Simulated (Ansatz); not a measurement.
fcc Al (0 0 1) on antifluorite Mg2Si (0 0 1) (film strained to the substrate, faces as cut)

A periodic stack without vacuum, fcc Al (0 0 1) on antifluorite Mg2Si (0 0 1) (film strained to the substrate, faces as cut): substrate slab Mg20Si12, film Al30, surface cells [[0, -1], [2, 1]] and [[-3, -1], [-1, -2]], film strained by -0.4 and -0.4 %, faces Si/Si and Al/Al as cut (like faces can put a slab off its formula).

The start was prepared with a machine-learned potential, and the result is one local minimum, with the in-plane cell held and forces under 0.04 eV/Å; the film can end far from its bulk form.

All values below come from PBE (plane waves to 420 eV, PAW; Ansatz, an electronic-structure program). No spin–orbit coupling; the runs are not spin-polarised; PBE gaps are too small against experiment. Its k-point mesh 4×4×1, Fermi–Dirac width 0.05 eV.

| Item | Value |
|---|---|
| interface area | 40.5 Å² |
| period | 29.41 Å |
| gaps between the outermost planes at the two interfaces | 1.41 and 1.39 Å |
| Al–Si contacts across the interfaces within 1.22 times the sum of covalent radii | 12, mean 2.56 Å |
| estimate of the barrier | withheld, since the Fermi level falls at or inside a band of the host, which a slab this thin can't settle |

```
Al15Mg10Si6
1.0
    6.36322     0.00003    -0.01261
    0.00000     6.36321     0.01375
    0.47331     1.12567    29.40857
Mg Si Al
20 12 30
Cartesian
  1.35034   1.88770   2.57413
  4.51933   5.05025   2.12963
  4.54621   1.89287   2.50329
  1.34187   5.06125   2.19792
  1.35920   1.84866   8.75539
  4.54166   5.03085   8.73280
  4.54475   1.84925   8.74463
  1.36188   5.03104   8.73476
  4.53382   1.85904   5.57043
  1.35531   5.04879   5.53876
  1.35978   1.85975   5.59333
  4.53971   5.04935   5.53442
  1.35166   1.83412  15.29660
  4.55109   5.01761  14.98057
  4.53825   1.83554  15.34527
  1.35373   5.03111  14.92178
  4.54479   1.83748  11.94261
  1.36582   5.01762  11.89877
  1.36388   1.84125  11.95126
  4.54582   5.02082  11.90805
  6.11383   6.58183   3.94299
  2.95721   3.52133   3.95297
  2.89920   6.93038   0.94038
  6.19703   3.14301   0.77687
  6.13529   6.61197  10.33739
  2.95452   3.43529  10.33396
  2.94992   6.63149   7.15999
  6.13032   3.44546   7.13854
  6.19187   6.29925  16.65514
  2.89909   3.72292  16.60243
  2.96706   6.66994  13.54625
  6.12397   3.36714  13.53162
  6.36851   5.75544  20.31851
  3.85711   0.54910  20.41448
  5.08110   3.28335  20.40373
  2.49822   4.45377  20.35447
  1.25345   1.92304  20.37316
  0.66974   3.90468  18.07352
  4.42589   5.13111  18.21271
  5.75779   1.54688  18.41939
  3.20316   2.37095  18.55997
  1.90724   6.38322  18.25302
  6.33825   5.71486  24.47141
  3.79440   6.98908  24.48403
  5.04278   3.16253  24.43913
  2.48895   4.44636  24.50655
  1.26160   1.91284  24.49361
  0.64634   3.83915  22.41237
  4.43646   5.08149  22.46419
  5.69794   1.26821  22.42173
  3.15970   2.54459  22.42369
  1.87032   6.36943  22.40754
  6.32596   5.95723  28.46746
  3.77470   6.78572  28.35729
  4.91293   3.10715  28.68878
  2.47112   4.43287  28.65843
  1.23385   1.94509  28.80089
  6.95980   3.82123  26.55223
  4.45844   4.99326  26.48089
  5.67591   1.37119  26.50607
  3.08509   2.51615  26.55301
  1.84491   6.33815  26.53861
```
